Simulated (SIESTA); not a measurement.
Band structure of AuBr (I4_1/amd, 8 atoms in the cell).

```yaml
crystal:
  lattice:
    - [-3.58466, 3.58466, 4.58394]
    - [3.58466, -3.58466, 4.58394]
    - [3.58466, 3.58466, -4.58394]
  atoms:
    - { symbol: Au, position: [0.87500, 0.62500, 0.75000] }
    - { symbol: Au, position: [0.37500, 0.12500, 0.25000] }
    - { symbol: Au, position: [0.87500, 0.12500, 0.25000] }
    - { symbol: Au, position: [0.87500, 0.12500, 0.75000] }
    - { symbol: Br, position: [0.44733, 0.94733, 0.50000] }
    - { symbol: Br, position: [0.69733, 0.69733, 0.00000] }
    - { symbol: Br, position: [0.30267, 0.30267, 0.00000] }
    - { symbol: Br, position: [0.05267, 0.55267, 0.50000] }
```

Level of theory: GGA PBEsol, numerical atomic orbitals TZP, PseudoDojo PBEsol standard norm-conserving potentials (rewritten from UPF to PSML) (SIESTA 5.4.2).

Settings: XC.functional = GGA; XC.authors = PBEsol; potentials = PseudoDojo PBEsol standard; PAO.BasisSize = TZP; PAO.EnergyShift = 0.01 Ry; MeshCutoff = 400 Ry; kgrid.MonkhorstPack = 3 3 3; OccupationFunction = FD; ElectronicTemperature = 10 K; MaxSCFIterations = 150; SCF.Mixer.Method = Broyden; SCF.Mixer.Weight = 0.2; SCF.Mixer.History = 8; SCF.DM.Tolerance = 1.0E-05.

The starting cell comes from a database of computed structures (which also holds hypothetical and non-ambient phases and stackings), without a prior relaxation at this level. Spin-orbit coupling is off. Values carry the incompleteness of an atom-centred basis.

**Question.** Predict the gap along the standard path and the places of the band edges.

**Answer.** The gap along the path is 1.95 eV, direct at Γ to within 0.01 eV.

Levels in eV from the top of the valence band on the path, bands 49 to 53:
```csv
point,49,50,51,52,53
Γ,-1.02,-0.51,-0.51,0.00,1.95
X,-1.14,-1.14,-0.42,-0.42,3.04
Y,-0.81,-0.81,-0.35,-0.35,2.67
S,-1.00,-0.85,-0.27,-0.25,2.58
Z,-1.05,-1.05,-0.17,-0.17,2.52
S1,-1.00,-0.85,-0.27,-0.25,2.58
N,-0.93,-0.66,-0.62,-0.30,2.87
P,-1.11,-1.11,-0.58,-0.58,2.88
Y1,-0.81,-0.81,-0.35,-0.35,2.67
```

Higher empty bands are left out: an atom-centred basis made for the valence describes them poorly.
